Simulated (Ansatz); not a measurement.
The reference is Cu in the fcc (Cu type) structure (space group Fm-3m, No. 225; a = 3.577 Å).

All numbers come from DFT with r2SCAN, PAW potentials and a 500 eV plane-wave cutoff in Ansatz (a quantum-chemistry and plane-wave program), no SOC.

For the base:

The volume per atom is 11.44 Å³.

Modification: a hydrostatic pressure of 2.1 GPa.

Q: Estimate the effect on the volume per atom.

A: The volume per atom falls by 0.14 Å³ to 11.30 Å³.

Load acts through the strain it causes; cell and atoms are relaxed under it. Stability against distortions was not tested. All final runs are without spin polarisation.
